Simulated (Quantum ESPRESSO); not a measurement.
A self-consistent single point of Ti₂H₂Pd (I4/mmm, 5 atoms in the cell) with Quantum ESPRESSO.

Level of theory: PBEsol, GBRV 1.5 ultrasoft (PBESOL) pseudopotentials (plane waves; Quantum ESPRESSO).

```xyz
5
Lattice="-1.4295 1.4295 6.2664 1.4295 -1.4295 6.2664 1.4295 1.4295 -6.2664" Properties=species:S:1:pos:R:3 pbc="T T T"
Ti     0.0000     0.0000     8.2676
Ti     0.0000     0.0000     4.2652
H      0.0000     0.0000     2.3327
H      0.0000     0.0000    10.2001
Pd     0.0000     0.0000     0.0000
```

Reference input (self-consistent single point, DFT, PBEsol, plane waves, GBRV 1.5 ultrasoft (PBESOL) pseudopotentials): ecutwfc = 50 Ry; ecutrho = 400 Ry; occupations = smearing; smearing = marzari-vanderbilt; degauss = 0.0073499 Ry; K_POINTS = automatic 10 10 10 0 0 0; conv_thr = 1e-10 Ry; mixing_beta = 0.5. This run's input differs from it in these lines:

```diff
@@ -16,3 +16,3 @@
   smearing = 'marzari-vanderbilt',
-  degauss = 0.0073499,
+  degauss = 0.002205,
 /
@@ -33,3 +33,3 @@
 K_POINTS {automatic}
-10 10 10  0 0 0
+12 12 12  0 0 0
 CELL_PARAMETERS {angstrom}
```

The program printed (abridged):

```
     Self-consistent Calculation

     iteration #  1     ecut=    50.00 Ry     beta= 0.50

     negative rho (up, down):  7.045E-02 0.000E+00

     total energy              =    -400.16392830 Ry
     estimated scf accuracy    <      62.26980993 Ry

     iteration #  2     ecut=    50.00 Ry     beta= 0.50

     negative rho (up, down):  6.914E-02 0.000E+00

     total energy              =    -422.71462815 Ry
     estimated scf accuracy    <     209.14889357 Ry

     iteration #  3     ecut=    50.00 Ry     beta= 0.50

     negative rho (up, down):  7.710E-02 0.000E+00

     total energy              =    -439.48453820 Ry
     estimated scf accuracy    <      18.70280422 Ry

   [... 15 blocks of this kind left out ...]

     iteration # 19     ecut=    50.00 Ry     beta= 0.50

     negative rho (up, down):  7.781E-02 0.000E+00

     total energy              =    -439.43073642 Ry
     estimated scf accuracy    <          3.7E-10 Ry

     iteration # 20     ecut=    50.00 Ry     beta= 0.50

     negative rho (up, down):  7.781E-02 0.000E+00
     End of self-consistent calculation

     Number of k-points >= 100: set verbosity='high' to print the bands.

     the Fermi energy is    15.1831 ev

!    total energy              =    -439.43073642 Ry
     estimated scf accuracy    <          4.2E-11 Ry
     smearing contrib. (-TS)   =      -0.00001170 Ry
     internal energy E=F+TS    =    -439.43072472 Ry

     convergence has been achieved in  20 iterations

     negative rho (up, down):  7.781E-02 0.000E+00

     Forces acting on atoms (cartesian axes, Ry/au):

     atom    1 type  1   force =     0.00000000    0.00000000   -0.00444044
     atom    2 type  1   force =    -0.00000000    0.00000000    0.00444044
     atom    3 type  2   force =     0.00000000    0.00000000   -0.00082889
     atom    4 type  2   force =     0.00000000    0.00000000    0.00082889
   [... lines left out ...]
     Total force =     0.006388     Total SCF correction =     0.000025
   [... lines left out ...]

     negative rho (up, down):  7.781E-02 0.000E+00
          total   stress  (Ry/bohr**3)                   (kbar)     P=      -70.07
  -0.00049029  -0.00000000   0.00000000          -72.12       -0.00        0.00
   0.00000000  -0.00049029  -0.00000000            0.00      -72.12       -0.00
   0.00000000  -0.00000000  -0.00044840            0.00       -0.00      -65.96

   JOB DONE.
```

The run converged in 20 iterations. Against the reference run the free energy is nearly the same (within 1 meV/atom), the pressure stays near -7.01 GPa while the zz stress (positive for compression) goes from -7.03 to -6.60 GPa and the largest force goes from 0.128 to 0.114 eV/Å. The full log also holds: “c_bands:  1 eigenvalues not converged”.

The starting cell comes from a database of computed structures (which also holds hypothetical and non-ambient phases and stackings), without a prior relaxation at this level. Spin polarisation is off. With a pressure of about -7 GPa the cell is away from its equilibrium volume at this level.

Cost on one core of a shared machine: roughly 20 min.
